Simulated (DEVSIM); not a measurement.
System: Al/AlN/p-Si capacitor, at 300 K.

Layer 1 from the left is AlN, thickness (nm) 5.30. Layer 2 from the left is Si, thickness (nm) 580, Na (cm⁻³) 9.9e17.

Metal gate on the left, work function 4.1 eV. Fixed charge at the semiconductor interface -8.7e10 cm⁻² (in units of +e); no interface traps.

This is a model device: material constants are rounded textbook-type values typed into the input, and sizes, dopings and lifetimes were drawn at random. Values at 300 K.

AlN: gap (eV) 6.1, affinity (eV) 1.9, permittivity 8.5. Si: gap (eV) 1.124, affinity (eV) 4.05, permittivity 11.7, Nc (cm⁻³) 2.86e19, Nv (cm⁻³) 3.1e19.

Simulated with DEVSIM: 1D Poisson equation in equilibrium, Boltzmann statistics, complete ionisation; no quantum confinement or tunnelling. Metal contacts follow the ideal Schottky-Mott rule: no Fermi-level pinning, no interface dipoles.

Problem. What does the simulation give for the flat-band voltage, the minimum of the low-frequency capacitance?

Solution. flat-band voltage -0.98 V; minimum of the low-frequency capacitance 0.264 μF/cm².
